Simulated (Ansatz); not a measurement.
## Response to strain in LiNbO3

Start from LiNbO3 (space group R3c, No. 161).

```
CELL_PARAMETERS angstrom
      2.56838     1.48285     4.62904
     -2.56838     1.48285     4.62904
      0.00000    -2.96571     4.62904
ATOMIC_POSITIONS crystal
  Li 0.70208 0.70208 0.70208
  Li 0.20208 0.20208 0.20208
  Nb 0.98410 0.98410 0.98410
  Nb 0.48410 0.48410 0.48410
  O  0.62226 0.87652 0.26475
  O  0.87652 0.26475 0.62226
  O  0.26475 0.62226 0.87652
  O  0.76475 0.37652 0.12226
  O  0.37652 0.12226 0.76475
  O  0.12226 0.76475 0.37652
```

Cartesian axes are those of the cell as printed.

Strains are applied to the cell and any free atomic positions relax.

Method: plane-wave PAW DFT at the r2SCAN level (Ansatz, a program for electronic structure, 500 eV), no SOC, earlier PAW set.

Candidates:
(a) strain tensor (xx, yy, zz, yz, xz, xy) = (−0.31, −1.65, +0.44, +0.68, −0.19, +1.85) %
(b) isotropic strain −3.45 %
(c) isotropic strain −3.37 %
(d) isotropic strain +3.08 %

Notes on the quantities. energy relative to the base: free energy F.

Q: Order them by energy relative to the base, highest first.

A: (b) isotropic strain −3.45 % (+47 meV/atom), (c) isotropic strain −3.37 % (+45 meV/atom), (d) isotropic strain +3.08 % (+28 meV/atom), (a) strain tensor (xx, yy, zz, yz, xz, xy) = (−0.31, −1.65, +0.44, +0.68, −0.19, +1.85) % (+5.9 meV/atom)

No phonon test of stability was made.
